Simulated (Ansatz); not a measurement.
Structures of equal composition on the (111) surface of fcc Au: a layer of Zr in place of the second plane; a layer of Zr in place of the third plane. The slabs share one bottom face, and each structure is named by its start. These are constructed structures in small cells; real faces may alloy, dewet or reconstruct in larger ones, and not all known structures of the face are among them. Slabs of about 12 Å with all that they carry, Fermi-Dirac smearing of 0.1 eV. Bottom of the slabs: a bare face, its two planes held. Relaxed from the named starts with such symmetry as they have, on meshes of like density; energies extrapolated to zero smearing; no spin-orbit coupling, no U. Spin-polarised runs, if any, are marked in brackets, and their order is one that fits the cell; the others ran without spin.

All values below come from PBE (plane waves to 420 eV, PAW; Ansatz, a first-principles code).

Q: Put the candidates in order of energy per 1x1 cell, lowest first, for PBE.

A: a layer of Zr in place of the third plane (0.000 eV), a layer of Zr in place of the second plane (0.121 eV)
